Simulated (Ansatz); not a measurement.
We consider HfTeS (P3m1, No. 156, 3 atoms in the cell; start mp-1224272), described by r²SCAN+rVV10 in Ansatz (PAW).

Run with plane-wave cutoff 560 eV, 18×18×8 k mesh (along the axes of the cell as run), Fermi–Dirac smearing 0.05 eV, scalar-relativistic PAW data made under PBE.

Cell (relaxed at this level):

```
CELL_PARAMETERS angstrom
      3.79773     0.00000     0.00000
     -1.89886     3.28893     0.00000
      0.00000     0.00000     6.37523
ATOMIC_POSITIONS crystal
  Hf 0.33333 0.66667 0.03033
  Te 0.00000 0.00000 0.73693
  S  0.66667 0.33333 0.23274
```

Question: Estimate the band gap and smallest direct gap on the k points sampled that the calculation returns.

Answer: 
- band gap = 0.04 eV (under three smearing widths, so not firm)
- smallest direct gap on the k points sampled = 0.82 eV

Spin–orbit coupling is not included; it can close the smallest gap of 0.04 eV.

Cost on a shared machine: about 3 core-minutes (a rough figure).

A start named mp-… is a Materials Project structure, which need not be a measured phase.

Ansatz is an electronic-structure program.
